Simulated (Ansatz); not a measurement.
Input and output of a self-consistent single point for Au (Fm-3m, 1 atom in the cell) (Ansatz, a quantum-chemistry and plane-wave program).

Method of the run: PBEsol, PAW files made with PBE (plane waves; Ansatz).

```yaml
crystal:
  lattice:
    - [0.00000, 2.03388, 2.03388]
    - [2.03388, 0.00000, 2.03388]
    - [2.03388, 2.03388, 0.00000]
  atoms:
    - { symbol: Au, position: [0.00000, 0.00000, 0.00000] }
```

Reference input (self-consistent single point, DFT, PBEsol, plane waves, PAW files made with PBE): basis.ecutwfc = 420 eV; kpoints.mp_grid.grid = 14 14 14; hamiltonian.xc = pbesol; hamiltonian.pseudopotentials = {kind: paw} (the program's default PAW files); scf.occupations.method = fermi_dirac; scf.occupations.width = 0.1 eV. This run's input differs from it in these lines:

Ansatz 0.2 input:
```diff
@@ -11,3 +11,3 @@
   mp_grid:
-    grid: [14, 14, 14]
+    grid: [23, 23, 23]
 hamiltonian:
@@ -19,4 +19,4 @@
   occupations:
-    method: fermi_dirac
-    width: 0.1
+    method: cold
+    width: 0.5
 output:
```

Output, abridged:

```
SCF iter   1: F=—  HF=-13009.162611 eV  |F-HF|=—  |Δ(HF+E_count)|=         —  Δρ=7.53e-2  dr2=1.04e0  ethr=3.10e-3  ⟨swp⟩=4.1  Hψ=23237  notcnv=0
all-band conjugate gradients solve this SCF's bands
preconditioner: auto → none
SCF iter   2: F=—  HF=-13008.901510 eV  |F-HF|=—  |Δ(HF+E_count)|=   2.61e-1  S|Δr|=    0.00e0  Δρ=3.41e-2  dr2=2.07e-1  ethr=3.10e-3  ⟨swp⟩=1.0  Hψ=8008  notcnv=0
SCF iter   3: F=—  HF=-13008.838667 eV  |F-HF|=—  |Δ(HF+E_count)|=   6.28e-2  S|Δr|=    0.00e0  Δρ=5.04e-3  dr2=1.72e-3  ethr=1.09e-3  ⟨swp⟩=2.2  Hψ=6663  notcnv=0
SCF iter   4: F=—  HF=-13008.840201 eV  |F-HF|=—  |Δ(HF+E_count)|=   1.53e-3  S|Δr|=    0.00e0  Δρ=6.38e-4  dr2=5.08e-5  ethr=9.06e-6  ⟨swp⟩=2.0  Hψ=9215  notcnv=0  defer=3
SCF iter   5: F=—  HF=-13008.840198 eV  |F-HF|=—  |Δ(HF+E_count)|=   2.25e-6  S|Δr|=    0.00e0  Δρ=2.15e-5  dr2=4.01e-8  ethr=5.26e-10  ⟨swp⟩=5.2  Hψ=28676  notcnv=0
SCF iter   6: F=-13008.840198 eV  HF=-13008.840198 eV  |F-HF|=4.65e-9  |Δ(HF+E_count)|=   5.02e-9  S|Δr|=    0.00e0  Δρ=5.98e-6  dr2=5.89e-9  ethr=2.11e-10  ⟨swp⟩=2.0  Hψ=15066  notcnv=0
SCF 1 converged in 6 iterations: F = -13008.840198 eV  dr2 = 5.89e-9
Stability not checked (fill_not_monotonic)
Free energy (F): -13008.840198 eV
Internal energy: -13008.840215 eV  (E = F + TS)
E sigma→0 (E₀):  -13008.840204 eV
Entropy (-TS):   0.000017 eV (0.017 meV/atom)
Fermi energy:    20.752343 eV
--- Forces (eV/Å), atoms counted from 1 ---
  atom   1  Au    -0.00000000     0.00000000    -0.00000000
--- Stress (GPa, compression-positive) ---
        1.970366       0.000000       0.000000
        0.000000       1.970366       0.000000
        0.000000       0.000000       1.970366
  P = ⅓ Tr σ = 1.9704 GPa (19.704 kbar)
  The stress holds the Pulay correction. Without it, at fixed plane waves, as pw.x and ABINIT print it: P = 1.9215 GPa
```

The run converged in 6 iterations. Against the reference run the free energy goes up by 2.9 meV/atom and the pressure hardly changes (2.03 to 1.97 GPa).

The starting cell has typed, rounded lattice constants, without a prior relaxation at this level. Its lattice was rescaled by up to half a per cent. Ansatz's pressure includes its estimate of the finite-basis (Pulay) stress.
